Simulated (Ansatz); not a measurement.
The starting structures come from a database of crystals and need not be the phases stable at ambient conditions.

Input:

```yaml
crystal:
  lattice:
    - [4.61362, 0.00000, 0.00000]
    - [0.00000, 4.61362, 0.00000]
    - [0.00000, 0.00000, 6.49047]
  atoms:
    - { symbol: Mg, position: [0.50000, 0.50000, 0.50000] }
    - { symbol: Cd, position: [0.00000, 0.00000, 0.00000] }
    - { symbol: Te, position: [0.00000, 0.50000, 0.25545] }
    - { symbol: Te, position: [0.50000, 0.00000, 0.74455] }
```

Space group of this cell: P-4m2. The cell is taken as given; by PBEsol its mean pressure is -0.9 GPa.

Transport runs along the normal of the first two printed cell vectors, the (001) plane of the conventional cell.

The gap is the functional's own. No spin-orbit coupling. Mid-gap values are interpolated on the energy grid.

Task: State the band gap and the smallest decay constant κ at mid-gap according to PBEsol (Ansatz, an electronic-structure program).

Result: Gap 1.35 eV on a 8×8×6 mesh; κ = 0.107 1/Å, at the zone centre.
